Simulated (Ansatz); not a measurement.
# A computed series for HfO2: pressure series

Start from HfO$_{2}$ in the fluorite structure (space group Fm-3m, No. 225).

```
CELL_PARAMETERS angstrom
      0.00000     2.54906     2.54906
      2.54906     0.00000     2.54906
      2.54906     2.54906     0.00000
ATOMIC_POSITIONS crystal
  Hf 0.00000 0.00000 0.00000
  O  0.25000 0.25000 0.25000
  O  0.75000 0.75000 0.75000
```

Cell and atoms are relaxed at each pressure.

Calculations: PBE, PAW, 420 eV (Ansatz, a quantum-chemistry and plane-wave program; no spin-orbit coupling), earlier PAW set.

Computed cases, in order: pressure −2 GPa; pressure −1 GPa; 0 GPa (base); pressure 3 GPa; pressure 7 GPa; pressure 15 GPa; pressure 30 GPa; pressure 50 GPa; pressure 75 GPa; pressure 100 GPa.

Q: Between which two neighbouring cases does the gap turn between direct and indirect?

A: Between pressure 75 GPa (4.20 eV, direct at X) and pressure 100 GPa (4.25 eV, indirect, X → Γ). The whole series: pressure −2 GPa: 3.73 eV, direct at X; pressure −1 GPa: 3.74 eV, direct at X; 0 GPa (base): 3.75 eV, direct at X; pressure 3 GPa: 3.78 eV, direct at X; pressure 7 GPa: 3.81 eV, direct at X; pressure 15 GPa: 3.88 eV, direct at X; pressure 30 GPa: 3.98 eV, direct at X; pressure 50 GPa: 4.09 eV, direct at X; pressure 75 GPa: 4.20 eV, direct at X; pressure 100 GPa: 4.25 eV, indirect, X → Γ.

Spin-orbit coupling, missing from the scalar runs, can matter with Hf. Load acts through the strain it causes; cell and atoms are relaxed under it. Stability against distortions was not tested. No other phases were tried under pressure. This is not the structure that HfO2 has at room temperature and ambient pressure.
